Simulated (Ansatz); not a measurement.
**Response to strain in CaO**

Consider CaO in the rock salt structure (space group Fm-3m, No. 225; a = 4.795 Å).

Strains are applied to the cell and any free atomic positions relax.

Method: Kohn–Sham DFT with the r2SCAN functional, run in Ansatz (a first-principles code) with PAW and 500 eV plane waves, scalar-relativistic without spin-orbit coupling.

Notes on the quantities. energy relative to the base: free energy F.

| isotropic strain (%) | energy relative to the base (meV/atom) |
|---|---|
| -4.84 | 125.3 |
| -2.38 | ? |
| -0.17 | 0.1 |
| 0 | 0.0 |
| 0.26 | 0.3 |
| 0.62 | 1.7 |

Question: Fit ΔE = Aε² + Bε³ (ε in %) to the rows shown and predict the withheld row.

Answer: Least squares on the printed values gives A = 4.52 and B = -0.17 meV/atom (largest residual 0.0 meV/atom); this predicts 27.9 meV/atom, and the run gives 27.8 meV/atom, in agreement.

Whether these cells are dynamically stable was not tested.
